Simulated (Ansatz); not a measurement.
A computed series for CdS: pressure series

The parent structure is CdS in the zinc blende structure (space group F-43m, No. 216).

```cif
data_CdS
_chemical_formula_sum 'Cd1 S1'
_space_group_name_H-M_alt 'P 1'
_space_group_IT_number 1
_cell_length_a 4.15614
_cell_length_b 4.15614
_cell_length_c 4.15614
_cell_angle_alpha 60.000
_cell_angle_beta 60.000
_cell_angle_gamma 60.000
loop_
_space_group_symop_operation_xyz
  'x, y, z'
loop_
_atom_site_label
_atom_site_type_symbol
_atom_site_fract_x
_atom_site_fract_y
_atom_site_fract_z
_atom_site_occupancy
Cd1 Cd 0.00000 0.00000 0.00000 1
S1 S 0.25000 0.25000 0.25000 1
```

Cell and atoms are relaxed at each pressure.

The values are results of Kohn–Sham DFT with the r2SCAN functional, run in Ansatz (a quantum-chemistry and plane-wave program) with PAW and 500 eV plane waves, spin-orbit coupling left out, not measurements.

Two rows of this table had their results exchanged by mistake.

```csv
pressure,volume per atom (Å³),shortest distance (Å),band gap
pressure −2 GPa,26.30,2.575,1.46 eV
pressure −1 GPa,25.83,2.560,1.50 eV
pressure 0.9 GPa,25.02,2.533,1.58 eV
pressure 2.1 GPa,24.58,2.518,1.62 eV
pressure 4.5 GPa,23.80,2.491,1.69 eV
pressure 9 GPa,22.63,2.450,1.80 eV
pressure 15 GPa,19.36,2.326,2.08 eV
pressure 22.5 GPa,20.27,2.361,2.00 eV
pressure 30 GPa,21.42,2.405,1.90 eV
```

### Question
Which two?

### Answer
The rows for pressure 15 GPa and pressure 30 GPa: the volume has to fall steadily with pressure, so 21.42 Å³ belongs to pressure 15 GPa and 19.36 Å³ to pressure 30 GPa.

Load acts through the strain it causes; cell and atoms are relaxed under it. Stability against distortions was not tested. Tetrahedral semiconductors of this kind turn to denser phases somewhere between about 1 and 50 GPa; those were not computed, so compressed cells here can lie past the real transition.
